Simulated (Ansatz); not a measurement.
System: TlBr (model structure, within 0.1 Å of Cmcm, No. 63, 8 atoms in the cell). Method: PBEsol (Ansatz, a quantum-chemistry and plane-wave program, PAW).

Numerical settings: plane-wave cutoff 500 eV, 4×8×8 k mesh (along the axes of the cell as run), Fermi–Dirac smearing 0.05 eV, scalar-relativistic PAW data made under PBE.

Cell (relaxed at this level):

```
CELL_PARAMETERS angstrom
     12.15099     0.00000     0.00000
      0.00000     4.87303     0.00000
      0.00000     0.00000     4.33487
ATOMIC_POSITIONS crystal
  Tl 0.10953 0.25000 0.00192
  Tl 0.39047 0.75000 0.50192
  Tl 0.89047 0.75000 0.99808
  Tl 0.60953 0.25000 0.49808
  Br 0.86398 0.25000 0.49828
  Br 0.63602 0.75000 0.99828
  Br 0.13602 0.75000 0.50172
  Br 0.36398 0.25000 0.00172
```

Q: Estimate the band gap that the calculation returns.

A: 
- band gap: 1.86 eV (on the SCF k mesh)

Spin–orbit coupling is not included; with these elements it can move the gap by several tenths of an eV or more.

Static lattice: no zero-point or thermal effects.

A model structure was made by putting elements into a prototype or built by hand; it is no filed structure, need not be a known phase, and can be a saddle point held by its symmetry.
